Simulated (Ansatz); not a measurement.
# Response to strain in Sc

The reference is Sc in the hcp (Mg type) structure (space group P6_3/mmc, No. 194; a = 3.275 Å, c = 5.105 Å; relaxed with 0.1 eV smearing). Axes: x lies along a and z along c of the hexagonal cell.

Strains are applied to the cell and any free atomic positions relax; under biaxial strain the out-of-plane vector relaxes too; under stress the whole cell relaxes.

Calculations: PBEsol in Ansatz (plane waves to 420 eV, PAW, no SOC).

```json
[
 {"case": "base", "volume per atom": "23.71 Å³", "space group": "P6_3/mmc (No. 194)"},
 {"case": "biaxial strain −0.63 %, plane normal [001], relaxed out of plane", "volume per atom": "23.50 Å³", "space group": "P6_3/mmc (No. 194)"},
 {"case": "isotropic strain +2.12 %", "volume per atom": "25.26 Å³", "space group": "P6_3/mmc (No. 194)"},
 {"case": "uniaxial stress, 5 GPa compression along x", "volume per atom": "…", "space group": "Cmcm (No. 63)"}
]
```

Problem. Complete the table.

Solution. 
- uniaxial stress, 5 GPa compression along x, volume per atom: 23.10 Å³

Beyond what the load breaks, stability against distortions was not tested. The final runs are not spin-polarised.

Ansatz is a program for electronic structure.
